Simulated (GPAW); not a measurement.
Band structure of SrZn2 (Imma, 6 atoms in the cell).

```
CELL_PARAMETERS angstrom
     -2.31374     3.77277     3.73921
      2.31374    -3.77277     3.73921
      2.31374     3.77277    -3.73921
ATOMIC_POSITIONS crystal
  Sr 0.30347 0.05347 0.25000
  Sr 0.69653 0.94653 0.75000
  Zn 0.73249 0.66359 0.06890
  Zn 0.26751 0.33641 0.93110
  Zn 0.09469 0.66359 0.43110
  Zn 0.90531 0.33641 0.56890
```

Method: PBEsol, GPAW PAW datasets PBEsol (made by gpaw-setup) (plane waves; GPAW).

Settings: mode = pw; ecut = 850 eV; xc = PBEsol; kpts = 4 4 4; mesh shift (steps) = 0 0 0; occupations.name = fermi-dirac; occupations.width = 0.1 eV; nbands = -14; convergence.density = 1e-05 e/electron; symmetry.symmorphic = false; symmetry.tolerance = 0.0005; maxiter = 100; bandpath_npoints = 40.

The starting cell comes from a database of computed structures (which also holds hypothetical and non-ambient phases and stackings), without a prior relaxation at this level. Its lattice was rescaled by a random factor within 2.5 % of one.

Levels in eV from the Fermi level, bands 31 to 38:
```tsv
point	31	32	33	34	35	36	37	38
Γ	-2.30	-1.26	-0.94	-0.37	-0.24	0.57	1.80	2.04
X	-4.49	-2.35	-1.57	-0.84	0.71	0.98	2.50	2.97
L	-4.49	-2.35	-1.57	-0.84	0.71	0.98	2.50	2.97
T	-4.21	-2.10	-0.93	-0.93	0.30	0.54	1.23	2.36
W	-3.55	-3.55	-0.03	-0.03	0.21	0.21	1.71	1.71
R	-2.93	-2.93	-0.99	-0.99	0.25	0.25	1.61	1.61
X1	-4.49	-2.35	-1.57	-0.84	0.71	0.98	2.50	2.97
Z	-4.48	-2.49	-0.32	0.29	2.31	2.33	2.61	2.82
Y	-4.48	-2.48	-0.32	0.29	2.31	2.33	2.61	2.82
S	-1.74	-1.67	-0.64	-0.41	0.76	0.89	1.34	2.00
```

Bands cross the Fermi level along this path, so the cell is metallic at this level.
